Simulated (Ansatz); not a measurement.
Density of states of GaP (F-43m) below the valence band maximum, Ansatz (an electronic-structure program) with PBE with spin-orbit coupling, rigid bands; cell volume 40.2 Å³.

(energy from edge (eV), 10⁻³ states/eV/cell): (0.006, 13.2); (0.031, 40.9); (0.056, 72.1); (0.081, 103); (0.106, 131); (0.131, 153); (0.156, 173); (0.181, 191); (0.206, 208); (0.231, 225); (0.256, 241); (0.281, 257); (0.319, 280); (0.344, 296); (0.369, 312); (0.394, 326); (0.419, 343); (0.444, 358); (0.469, 373); (0.494, 390); (0.519, 406); (0.544, 422); (0.569, 439); (0.594, 457)

Question: What effective density of states at 300 K does this give (∫ g(E) exp(−E/k_BT) dE, both spins, divided by the cell's size)?

Answer: 2.3e19 cm⁻³, a density-of-states mass of 0.94 mₑ, valleys and band degeneracy included.

Geometry: cell and atoms relaxed with PBEsol.
